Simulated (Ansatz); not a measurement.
WC under a change: uniaxial strain ε_xx = −1.00 %

Take WC (space group P-6m2, No. 187; a = 2.884 Å, c = 2.812 Å; relaxed with 0.1 eV smearing) as the base. Axes: x lies along a and z along c of the hexagonal cell.

Modification: uniaxial strain ε_xx = −1.00 %, all other strain components held at zero; the atoms relax in the strained cell.

Method: Kohn–Sham DFT with the LDA functional, run in Ansatz (a quantum-chemistry and plane-wave program) with PAW and 420 eV plane waves, without spin-orbit coupling. Settings: 23×23×20 k-points, 0.1 eV Fermi–Dirac smearing.

| quantity | base | changed | shift |
|---|---|---|---|
| space group | P-6m2 (No. 187) | Amm2 (No. 38) | – |
| shortest interatomic distance | 4.118 bohr | 4.103 bohr | -0.015 bohr |
| energy relative to the base (free energy F) | 0 meV/atom | +2.5 meV/atom | +2.5 meV/atom |
| pressure (mean of the normal stresses, compression positive) | 0.0 GPa | 4.1 GPa | +4.1 GPa |
| band gap | zero | zero | – |
| stress (xx, yy, zz, yz, xz, xy; compression positive) | – | (7.8, 2.6, 2.0, 0.0, 0.0, 0.0) GPa | – |

Final structure:

```
WC
1.0
    2.85546     0.00000     0.00000
   -1.42773     2.49788     0.00000
    0.00000     0.00000     2.81153
W C
1 1
Direct
  0.00037   0.00073   0.00000
  0.33297   0.66593   0.50000
```

Stability against distortions was not tested. All final runs are without spin polarisation.
